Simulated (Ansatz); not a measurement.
Cubic perovskite CsPbCl₃ (cubic high-temperature phase) was calculated with LDA in Ansatz (plane waves, PAW).

Settings: plane-wave cutoff 520 eV, 4×4×4 k mesh, perturbation theory, scalar-relativistic PAW data made under PBE.

Computed at the level's own relaxed cell.

CsPbCl3 is taken in the cubic space group Pm-3m (No. 221), the cubic perovskite structure, Pearson symbol cP5. Lattice parameters: a = 5.528 Å, b = 5.528 Å, c = 5.528 Å, α = 90.00°, β = 90.00°, γ = 90.00°. Cs on 1a is surrounded by 12 Cl at 3.909 Å (cuboctahedral). Pb on 1b has 6 Cl at 2.764 Å (octahedral). Cl on 3c has 2 Pb at 2.764 Å and 4 Cs at 3.909 Å (octahedral). (Neighbours: up to the widest gap in distance over summed covalent radii, below 1.35, at either atom; cation-cation and far metal-metal contacts left out.)

Harmonic phonon frequencies (cm⁻¹; i marks an imaginary mode; at Γ without the LO shift):

| q point | frequencies |
|---|---|
| Γ | 37i 37i 37i 34i 34i 34i 0 0 0 35 35 35 156 156 156 |
| X | 28i 28i 22i 22i 10i 28 28 32 32 39 45 111 157 157 267 |
| M | 58i 34i 34i 7 25 25 30 40 40 80 106 106 157 242 275 |

Imaginary modes appear, so the structure is dynamically unstable at this level.

Note: the run warned that the k mesh is coarse for the response to a field; the relaxation could not lower the start's symmetry, so the cell can be a saddle point above a distorted one; the run finds an imaginary mode (58i cm⁻¹), so the cell is a saddle point at this level.

Ansatz is a program for electronic structure.
